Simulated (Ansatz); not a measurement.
**A computed series for WS2: element substitutions**

The reference is WS2 in the 2H-MoS2 type structure (space group P6_3/mmc, No. 194; layered, stacked along the Cartesian z axis).

```
WS2
1.0
    3.11489     0.00000     0.00000
   -1.55745     2.69758     0.00000
    0.00000     0.00000    11.77332
W S
2 4
Cartesian
  0.00000   1.79838   2.94333
  1.55745   0.89919   8.82999
  0.00000   1.79838   7.25777
  1.55745   0.89919   1.37111
  1.55745   0.89919   4.51555
  0.00000   1.79838  10.40221
```

Each row replaces one element on all its sites; cell and atoms are relaxed.

Levels (all Ansatz, a program for electronic structure, PAW, earlier PAW set): PBEsol-D3(BJ) (420 eV, no SOC); r2SCAN (500 eV, scalar-relativistic without spin-orbit coupling); PBEsol+SOC (420 eV, noncollinear with spin-orbit coupling).

Band gaps by level, all at the geometries relaxed with PBEsol-D3(BJ):

```
case    PBEsol-D3(BJ)   r2SCAN  PBEsol+SOC
------  -------------  -------  ----------
base          0.66 eV  0.81 eV     0.62 eV
W → Re           zero     zero        zero
W → Mo        0.52 eV        …     0.52 eV
S → Cl           zero     zero        zero
```

Question: Some entries are withheld; estimate them.

Answer: 
- W → Mo, r2SCAN: 0.68 eV

Single points use the geometry relaxed with PBEsol-D3(BJ). Differences between runs with and without spin-orbit coupling are approximate. Spin-orbit coupling, missing from the scalar runs, can matter with W. Whether these cells are dynamically stable was not tested. As relaxed here, ReS2 and WCl2 are hypothetical phases, not in the database extracts checked. No Hubbard U is applied, and correlation can decide whether such a compound is a metal. The runs without spin-orbit coupling are not spin-polarised. ReS2 and WCl2 have a high density of states at the Fermi level and may be magnetic at this level.
